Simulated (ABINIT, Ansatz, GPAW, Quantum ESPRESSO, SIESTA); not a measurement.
## Code comparison for Rh (Fm-3m, 1 atom in the cell)

Self-consistent single point.

```xyz
1
Lattice="0.0000 1.8840 1.8840 1.8840 0.0000 1.8840 1.8840 1.8840 0.0000" Properties=species:S:1:pos:R:3 pbc="T T T"
Rh     0.0000     0.0000     0.0000
```

All programs got the same cell, k-point mesh and kind of occupations (in Ansatz's words: kpoints.mp_grid.grid = 15 15 15; scf.occupations.method = gaussian; scf.occupations.width = 0.1 eV); potentials, basis and cutoffs are each program's usual ones.

```csv
code,model,pressure (GPa),k-points,cutoff
Ansatz,"PBE, PAW files",14.19,120,420 eV
Quantum ESPRESSO,"PBE, SSSP 1.1.2 efficiency (PBE) pseudopotentials",13.81,120,60 Ry
SIESTA,"GGA PBE, numerical atomic orbitals DZP, PseudoDojo PBE standard norm-conserving potentials (rewritten from UPF to PSML)",14.29,1688,grid 400 Ry
ABINIT,"PBE, norm-conserving pseudopotentials (PseudoDojo nc-sr-05 PBE standard)",14.61,120,44 Ha
GPAW,"PBE, GPAW PAW datasets PBE (gpaw-data 1.0.1)",16.40,120,600 eV
```

The spread over the programs that give each value: pressure within 2.59 GPa.

The starting cell comes from a database of computed structures (which also holds hypothetical and non-ambient phases and stackings), without a prior relaxation at this level. Its lattice was rescaled by a random factor within 2.5 % of one. On Ansatz's run: Spin polarisation is off. In the base run, with a pressure of about 14 GPa the cell is away from its equilibrium volume at this level.

Q: Why do the programs differ, and what cannot be compared?

A: Differences of this kind can come from the potentials, where these differ, and from what each basis and cutoff leave unconverged. The valence holds different numbers of electrons (Ansatz (an electronic-structure program) 17, Quantum ESPRESSO 17, SIESTA 17, ABINIT 17, GPAW 15). The zero of total energies and Fermi levels follows the potentials and each program's conventions, so they are not compared here. SIESTA uses small atom-centred bases, whose incompleteness enters pressures, forces and empty levels differently from a plane-wave cutoff. Ansatz's pressure is given at a fixed set of plane waves, as the other plane-wave codes print theirs; with its correction for the finite basis it is 14.32 GPa. The programs reduce the same mesh by symmetry to different extents, which changes the work and not the result. In the pressure, GPAW (by 2.00) lies more than 1 GPa from the median of the plane-wave programs.

Left out of this page: Elk and FLEUR (not drawn, or without a comparable value).

Keys are those of Ansatz 0.2.
